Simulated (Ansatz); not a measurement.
Consider a 28-atom supercell of BN in the h-BN type structure (space group P6_3/mmc, No. 194; a = 2.506 Å, c = 6.616 Å; layered, stacked along the Cartesian z axis) at its relaxed geometry.

(Cell as relaxed with PBE-D3(BJ).)

Levels (all Ansatz, a first-principles code, PAW, earlier PAW set): PBE-D3(BJ) (420 eV, scalar-relativistic without spin-orbit coupling); PBEsol-D3(BJ) (420 eV, no spin-orbit coupling).

Each level relaxes its own structure.

It is then changed as follows: a neutral As on a N site, atoms relaxed at fixed cell, starting from a slightly rattled geometry.

| quantity | PBE-D3(BJ) | PBEsol-D3(BJ) |
|---|---|---|
| gap of the supercell | 3.21 eV | ___ |
| shift of the gap caused by the change | -1.02 eV | ___ |
| pressure | 8.5 GPa | ___ |
| total moment of the cell | 0.0 μB | ___ |

Q: Predict the PBEsol-D3(BJ) column.

A: 
- gap of the supercell, PBEsol-D3(BJ): 2.94 eV
- shift of the gap caused by the change, PBEsol-D3(BJ): -1.13 eV
- pressure, PBEsol-D3(BJ): 9.4 GPa
- total moment of the cell, PBEsol-D3(BJ): 0.0 μB

PBE-D3(BJ)'s gap of the supercell lies 0.27 eV above PBEsol-D3(BJ)'s; PBE-D3(BJ)'s shift of the gap caused by the change lies 0.11 eV above PBEsol-D3(BJ)'s; PBE-D3(BJ)'s pressure lies 0.95 GPa below PBEsol-D3(BJ)'s; the two agree on the total moment of the cell. Neither level is exact; PBEsol-D3(BJ) is the comparison here, not a measurement.

The magnetic state is the one reached from the starting moments; the real material's order can differ, and small cells can't hold many antiferromagnetic ones. The cell is small, so the values are those of an ordered compound at a high defect concentration; dilute-limit values will differ. Starting moments died away, wholly or in part, for As on a N site; another magnetic solution may exist.
